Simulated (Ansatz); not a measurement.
NbON (model structure, Pca2₁, No. 29, 12 atoms in the cell), treated with PBEsol (Ansatz, a first-principles code, plane waves, PAW).

Settings: plane-wave cutoff 520 eV, 6×8×8 k mesh (along the axes of the cell as run), Fermi–Dirac smearing 0.01 eV, no spin polarisation, scalar-relativistic PAW data made under PBE.

Cell (relaxed at this level):

NbNO has the orthorhombic space group Pca2₁ (No. 29), Pearson symbol oP12. Lattice parameters: a = 5.123 Å, b = 4.856 Å, c = 4.965 Å, α = β = γ = 90.00°. Nb on 4a is surrounded by 1 O at 1.962 Å and 2 O at 2.142–2.227 Å and 4 N at 2.023–2.168 Å. O on 4a is coordinated by 1 Nb at 1.962 Å and 2 Nb at 2.142–2.227 Å (trigonal planar). N on 4a is coordinated by 4 Nb at 2.023–2.168 Å. (Neighbours: up to the widest gap in distance over summed covalent radii, below 1.35, at either atom; cation-cation and far metal-metal contacts left out.)

Q: Estimate the band gap, smallest direct gap on the k points sampled and direct gap at Γ that the calculation returns.

A: 
- band gap = 1.38 eV
- smallest direct gap on the k points sampled = 1.40 eV
- direct gap at Γ = 2.13 eV

Note: the relaxation could raise the start's symmetry but not lower it, so the cell can be a saddle point.

Spin–orbit coupling is not included.

The computed numbers hold no vibrational or temperature effects.

A model structure was made by putting elements into a prototype or built by hand; it is no filed structure, need not be a known phase, and can be a saddle point held by its symmetry.
